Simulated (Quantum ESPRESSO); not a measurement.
**A series of runs on B₃Ru₇ (P6_3mc, 20 atoms in the cell)**

```
B3Ru7
1.0
    7.51063     0.00000     0.00000
   -3.75532     6.50440     0.00000
    0.00000     0.00000     4.73592
B Ru
6 14
Direct
  0.18956   0.81044   0.83322
  0.37912   0.18956   0.33322
  0.18956   0.37912   0.83322
  0.81044   0.18956   0.33322
  0.62088   0.81044   0.83322
  0.81044   0.62088   0.33322
  0.12120   0.87880   0.24320
  0.24240   0.12120   0.74320
  0.12120   0.24240   0.24320
  0.87880   0.12120   0.74320
  0.75760   0.87880   0.24320
  0.87880   0.75760   0.74320
  0.33333   0.66667   0.07160
  0.66667   0.33333   0.57160
  0.45672   0.54328   0.57035
  0.91344   0.45672   0.07035
  0.45672   0.91344   0.57035
  0.54328   0.45672   0.07035
  0.08656   0.54328   0.57035
  0.54328   0.08656   0.07035
```

Base run A: LDA (PZ), GBRV 1.5 ultrasoft (LDA) pseudopotentials in Quantum ESPRESSO 7.5, self-consistent single point.

Its settings: ecutwfc = 40 Ry; ecutrho = 320 Ry; occupations = smearing; smearing = fd; degauss = 0.0099958 Ry; potentials = {B: b_lda_v1.4.uspp.F.UPF, Ru: ru_lda_v1.2.uspp.F.UPF}; K_POINTS = automatic 3 3 5 0 0 0; conv_thr = 1e-10 Ry; mixing_beta = 0.3.

The starting cell comes from a database of computed structures (which also holds hypothetical and non-ambient phases and stackings), without a prior relaxation at this level. Its lattice was rescaled by a random factor within 2.5 % of one. Spin polarisation is off. In the base run, with a pressure of about -15 GPa the cell is away from its equilibrium volume at this level.

ΔF is the free energy per atom less that of run A. 

Run A gave: pressure (GPa) -15.07; largest force (eV/Å) 0.158; TS (meV/atom) 54.0; k-points 9.

Runs:
- B: degauss, K_POINTS = 0.002205 Ry, automatic 3 3 4 0 0 0
- C: degauss, K_POINTS = 0.0073499 Ry, automatic 3 3 4 0 0 0
- D: degauss, K_POINTS = 0.02205 Ry, automatic 3 3 4 0 0 0
- E: degauss, K_POINTS = 0.002205 Ry, automatic 4 4 5 0 0 0
- F: degauss, K_POINTS = 0.0073499 Ry, automatic 4 4 5 0 0 0
- G: degauss, K_POINTS = 0.02205 Ry, automatic 4 4 5 0 0 0
- H: degauss, K_POINTS = 0.002205 Ry, automatic 4 4 6 0 0 0
- I: degauss, K_POINTS = 0.0073499 Ry, automatic 4 4 6 0 0 0
- J: degauss, K_POINTS = 0.02205 Ry, automatic 4 4 6 0 0 0

Problem. What does run H change against A?

Solution. The free energy rises by 25.7 meV/atom, the pressure goes from -15.07 to -15.63 GPa and the largest force goes from 0.158 to 0.103 eV/Å.

Problem. What does run F change against A?

Solution. The free energy rises by 12.1 meV/atom, the pressure goes from -15.07 to -15.36 GPa and the largest force goes from 0.158 to 0.138 eV/Å.

| run | ΔF (meV/atom) | pressure (GPa) | largest force (eV/Å) | TS (meV/atom) | k-points |
|---|---|---|---|---|---|
| A | 0.00 | -15.07 | 0.158 | 54.0 | 9 |
| B | 25.3 | -15.68 | 0.197 | 2.5 | 9 |
| C | 11.9 | -15.37 | 0.172 | 29.2 | 9 |
| D | -104.4 | -12.87 | 0.234 | 259.4 | 9 |
| E | 25.3 | -15.65 | 0.122 | 2.7 | 12 |
| F | 12.1 | -15.36 | 0.138 | 28.9 | 12 |
| G | -104.2 | -12.85 | 0.221 | 259.6 | 12 |
| H | 25.7 | -15.63 | 0.103 | 3.0 | 16 |
| I | 12.1 | -15.35 | 0.120 | 29.2 | 16 |
| J | -104.2 | -12.86 | 0.220 | 259.6 | 16 |
